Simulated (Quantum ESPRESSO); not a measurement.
Relaxation of the atoms of a (110) slab of Be (cut from a parent of space group no. 194; 10 atoms in the cell) at several settings

```yaml
crystal:
  lattice:
    - [3.50655, 0.00000, 0.00000]
    - [0.00000, 3.84857, 0.00000]
    - [0.00000, 0.00000, 20.52960]
  atoms:
    - { symbol: Be, position: [0.25000, 0.26754, 0.38968] }
    - { symbol: Be, position: [0.75000, 0.60088, 0.38968] }
    - { symbol: Be, position: [0.25000, 0.76754, 0.44484] }
    - { symbol: Be, position: [0.75000, 0.10088, 0.44484] }
    - { symbol: Be, position: [0.25000, 0.26754, 0.50000] }
    - { symbol: Be, position: [0.75000, 0.60088, 0.50000] }
    - { symbol: Be, position: [0.25000, 0.76754, 0.55516] }
    - { symbol: Be, position: [0.75000, 0.10088, 0.55516] }
    - { symbol: Be, position: [0.25000, 0.26754, 0.61032] }
    - { symbol: Be, position: [0.75000, 0.60088, 0.61032] }
```

Base: Quantum ESPRESSO with PBEsol, GBRV 1.5 ultrasoft (PBESOL) pseudopotentials. Its settings: ecutwfc = 40 Ry; ecutrho = 200 Ry; occupations = smearing; smearing = marzari-vanderbilt; degauss = 0.0073499 Ry; potentials = {Be: be_pbesol_v1.4.uspp.F.UPF}; K_POINTS = automatic 5 5 1 0 0 0; tefield = true; dipfield = true; edir = 3; emaxpos = 0.97; eopreg = 0.05; eamp = 0; conv_thr = 1e-08 Ry; mixing_beta = 0.3.

Each line gives the change from the base single point and the result:

- atoms moved at random; calculation: scf → relax; tprnfor: true → default; forc_conv_thr: default → 0.0012 Ry/bohr: largest force (vector length) 0.034 eV/Å; relaxation steps 12; free energy against the base single point -16.5 meV/atom.
- atoms moved at random; calculation: scf → relax; tprnfor: true → default; conv_thr: 1e-08 Ry → 7.3e-05 Ry; forc_conv_thr: default → 0.0012 Ry/bohr: largest force (vector length) 0.031 eV/Å; relaxation steps 14; free energy against the base single point -16.5 meV/atom.
- atoms moved at random; calculation: scf → relax; tprnfor: true → default; forc_conv_thr: default → 0.00019 Ry/bohr: largest force (vector length) 0.004 eV/Å; relaxation steps 18; free energy against the base single point -16.5 meV/atom.

The starting cell comes from a database of computed structures (which also holds hypothetical and non-ambient phases and stackings), without a prior relaxation at this level. The slab is cut from that crystal, and its faces are unrelaxed. Its lattice was rescaled in the plane by a random factor within 2.5 % of one. Without a gap this mesh is coarse (it stands for a supercell whose shortest in-plane vector is 18 Å).
